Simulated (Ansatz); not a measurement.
Consider HfO₂ in the fluorite structure (space group Fm-3m, No. 225; a = 5.0589 Å).

Level of theory: r2SCAN, PAW, 500 eV (Ansatz, a quantum-chemistry and plane-wave program; no spin-orbit coupling), earlier PAW set.

Before the change:

| Quantity | Value |
|---|---|
| Electron mass | 1.0 mₑ along k, 0.75 mₑ across (at X) |
| Band gap | 4.30 eV |
| Hole mass | 0.28 mₑ along k, 2.9 mₑ across (at X) |
| Pressure | 0.00 GPa |

One thing is altered: an isotropic linear strain of −3.94 %, atoms relaxed at fixed cell.

Problem. Estimate the effect on the electron mass.

Solution. The electron mass goes from 1.0 mₑ along k, 0.75 mₑ across (at X) to 1.0 mₑ along k, 0.70 mₑ across (at X).

Problem. How does this affect the band gap?

Solution. The band gap rises by 0.31 eV (4.30 eV → 4.61 eV).

Problem. What does the calculation give for the hole mass after the change?

Solution. The hole mass becomes 0.28 mₑ along k, 2.7 mₑ across (at X) (base: 0.28 mₑ along k, 2.9 mₑ across (at X)).

Problem. What does the calculation give for the pressure after the change?

Solution. The pressure goes from zero to 41.97 GPa.

Problem. What happens to the energy relative to the base?

Solution. The energy goes up by 145 meV/atom.

Spin-orbit coupling, missing from the scalar runs, can matter with Hf. Effective masses come from finite differences of ±0.01 Å⁻¹. Along k means along the line from Γ to the band edge. No phonon test of stability was made. This is not the structure that HfO2 has at room temperature and ambient pressure.
